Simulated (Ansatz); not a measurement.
Phonon-limited resistivity of Re (P6_3/mmc) against temperature in μΩ·cm, PBEsol, DFPT electron-phonon coupling, linearised Boltzmann equation (Ansatz, an electronic-structure program), harmonic crystal at a fixed cell. x, y and z are the axes of this cell:
```
Re
1.0
    2.74906     0.00000     0.00000
   -1.37453     2.38075     0.00000
    0.00000     0.00000     4.44852
Re
2
Direct
  0.33333   0.66667   0.25000
  0.66667   0.33333   0.75000
```

```json
[
 {"T": "50 K", "ρ (x, y)": "0.65", "ρ (z)": "0.47"},
 {"T": "77 K", "ρ (x, y)": "2.0", "ρ (z)": "[?]"},
 {"T": "100 K", "ρ (x, y)": "[?]", "ρ (z)": "2.4"},
 {"T": "150 K", "ρ (x, y)": "6.1", "ρ (z)": "4.4"},
 {"T": "200 K", "ρ (x, y)": "8.8", "ρ (z)": "6.2"},
 {"T": "250 K", "ρ (x, y)": "11.4", "ρ (z)": "8.1"},
 {"T": "273 K", "ρ (x, y)": "12.6", "ρ (z)": "8.9"},
 {"T": "300 K", "ρ (x, y)": "[?]", "ρ (z)": "9.9"},
 {"T": "350 K", "ρ (x, y)": "16.6", "ρ (z)": "11.7"},
 {"T": "400 K", "ρ (x, y)": "19.2", "ρ (z)": "13.5"},
 {"T": "500 K", "ρ (x, y)": "24", "ρ (z)": "17.2"},
 {"T": "600 K", "ρ (x, y)": "30", "ρ (z)": "21"},
 {"T": "800 K", "ρ (x, y)": "40", "ρ (z)": "28"}
]
```

### Question
Complete the blanks.

### Answer

- 77 K, ρ (z): 1.45
- 100 K, ρ (x, y): 3.3
- 300 K, ρ (x, y): 14.0

A metal at this level (no band gap). Only scattering by harmonic phonons is included (no impurities, grain boundaries, electron-electron scattering or thermal expansion). Spin-orbit coupling is left out, which matters with elements this heavy. Halving the electron mesh (36x36x20) moves the resistivity by up to 5 %. Smearing 0.20 eV; phonons on a 6x6x3 q mesh, which this run doesn't test and which matters most at low temperature.
